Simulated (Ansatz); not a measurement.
The starting structures come from a database of crystals and need not be the phases stable at ambient conditions.

The decay constant κ of evanescent states in the gap governs leakage through a thin film.

Consider the following.

```yaml
crystal:
  lattice:
    - [6.14432, 0.06311, 0.00000]
    - [-1.19914, 6.11168, 0.00000]
    - [0.00000, 0.00000, 16.71765]
  atoms:
    - { symbol: Si, position: [0.87523, 0.87403, 0.06472] }
    - { symbol: Si, position: [0.12477, 0.12597, 0.93528] }
    - { symbol: Si, position: [0.62477, 0.12597, 0.56472] }
    - { symbol: Si, position: [0.37523, 0.87403, 0.43528] }
    - { symbol: Si, position: [0.62987, 0.62779, 0.19548] }
    - { symbol: Si, position: [0.37013, 0.37221, 0.80452] }
    - { symbol: Si, position: [0.87013, 0.37221, 0.69548] }
    - { symbol: Si, position: [0.12987, 0.62779, 0.30452] }
    - { symbol: Se, position: [0.75097, 0.99711, 0.18306] }
    - { symbol: Se, position: [0.24903, 0.00289, 0.81694] }
    - { symbol: Se, position: [0.74903, 0.00289, 0.68306] }
    - { symbol: Se, position: [0.25097, 0.99711, 0.31694] }
    - { symbol: Se, position: [0.75536, 0.49790, 0.31173] }
    - { symbol: Se, position: [0.24464, 0.50210, 0.68827] }
    - { symbol: Se, position: [0.74464, 0.50210, 0.81173] }
    - { symbol: Se, position: [0.25536, 0.49790, 0.18827] }
    - { symbol: Se, position: [0.74993, 0.50462, 0.07662] }
    - { symbol: Se, position: [0.25007, 0.49538, 0.92338] }
    - { symbol: Se, position: [0.75007, 0.49538, 0.57662] }
    - { symbol: Se, position: [0.24993, 0.50462, 0.42338] }
    - { symbol: Se, position: [0.74991, 0.99029, 0.44921] }
    - { symbol: Se, position: [0.25009, 0.00971, 0.55079] }
    - { symbol: Se, position: [0.75009, 0.00971, 0.94921] }
    - { symbol: Se, position: [0.24991, 0.99029, 0.05079] }
```

Space group of this cell: P2_1/c. The cell was relaxed by PBE-D3(BJ).

Transport runs along the normal of the first two printed cell vectors.

No gap correction and no spin-orbit coupling; mid-gap values are interpolated between computed energies.

Estimate the band gap and the smallest decay constant κ at mid-gap that PBEsol in Ansatz (a quantum-chemistry and plane-wave program) returns for this system.

Gap 2.11 eV on a 6×6×2 mesh; κ = 0.239 1/Å, at the zone centre.
